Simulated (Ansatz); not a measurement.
We consider cubic perovskite CsPbBr₃ (cubic high-temperature phase), described by HSE06 in Ansatz (plane waves, PAW).

Numerical settings: plane-wave cutoff 520 eV, 4×4×4 k mesh, scalar-relativistic PAW data made under PBE.

Computed at the level's own relaxed cell.

Elastic tensor (GPa, Voigt notation, ions relaxed):

```
   46.1     6.7     6.7     0.0     0.0     0.0
    6.7    46.1     6.7     0.0     0.0     0.0
    6.7     6.7    46.1     0.0     0.0     0.0
    0.0     0.0     0.0     4.5     0.0     0.0
    0.0     0.0     0.0     0.0     4.5     0.0
    0.0     0.0     0.0     0.0     0.0     4.5
```

Worked from these constants: the tetragonal shear constant is C′ = (C11 − C12)/2 = 19.7 GPa against C44 = 4.5 GPa, so the C44 shear is the softer. The Zener ratio C44/C′ is 0.23 (1 for an isotropic solid), and the Cauchy pressure C12 − C44 is 2.2 GPa. With C11 + 2C12 = 59.5 GPa all three Born conditions hold; they don't test modes at the zone boundary.

Note: the relaxation could not lower the start's symmetry, so the cell can be a saddle point above a distorted one.

Spin–orbit coupling is not included; it can shift volumes and moduli of such heavy elements.

Ansatz is a quantum-chemistry and plane-wave program.
